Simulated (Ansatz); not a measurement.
End structure of the (11-23) surface of hcp Ti in its 1x1 cell, outermost plane spacing 0.53 Å in the ideal cut:

```yaml
crystal:
  lattice:
    - [5.08987, 0.00000, 0.00000]
    - [2.54493, 6.40834, 0.00000]
    - [0.00000, 0.00000, 26.00000]
  atoms:
    - { symbol: Ti, position: [0.00398, 0.30912, 0.32202] }
    - { symbol: Ti, position: [0.38444, 0.88490, 0.34033] }
    - { symbol: Ti, position: [0.43636, 0.44817, 0.36244] }
    - { symbol: Ti, position: [0.83320, 0.03079, 0.37614] }
    - { symbol: Ti, position: [0.84860, 0.61376, 0.39578] }
    - { symbol: Ti, position: [0.24266, 0.18544, 0.41765] }
    - { symbol: Ti, position: [0.28749, 0.76081, 0.43815] }
    - { symbol: Ti, position: [0.67210, 0.33950, 0.45861] }
    - { symbol: Ti, position: [0.71280, 0.92044, 0.47910] }
    - { symbol: Ti, position: [0.08100, 0.49913, 0.50000] }
    - { symbol: Ti, position: [0.13411, 0.07782, 0.52090] }
    - { symbol: Ti, position: [0.51248, 0.65876, 0.54139] }
    - { symbol: Ti, position: [0.54917, 0.23744, 0.56185] }
    - { symbol: Ti, position: [0.92897, 0.81282, 0.58235] }
    - { symbol: Ti, position: [0.96321, 0.38449, 0.60422] }
    - { symbol: Ti, position: [0.36484, 0.96746, 0.62386] }
    - { symbol: Ti, position: [0.38539, 0.55008, 0.63756] }
    - { symbol: Ti, position: [0.77018, 0.11336, 0.65967] }
    - { symbol: Ti, position: [0.81396, 0.68913, 0.67797] }
```

Model: 19-atom slab, 9.6 Å thick at the start (thin: gaps and levels are the slab's own), 8x6x1 mesh, Fermi-Dirac 0.1 eV, dipole correction, all atoms relaxed; symmetry of the start imposed; no spin, no spin-orbit, no U.

### Question
Estimate the surface energy (mean of both faces) that PBE run with Ansatz (a program for electronic structure) returns for this input.

### Answer
2.09 J/m^2

### Question
Give the work function of the top face at the level PBE.

### Answer
3.40 eV
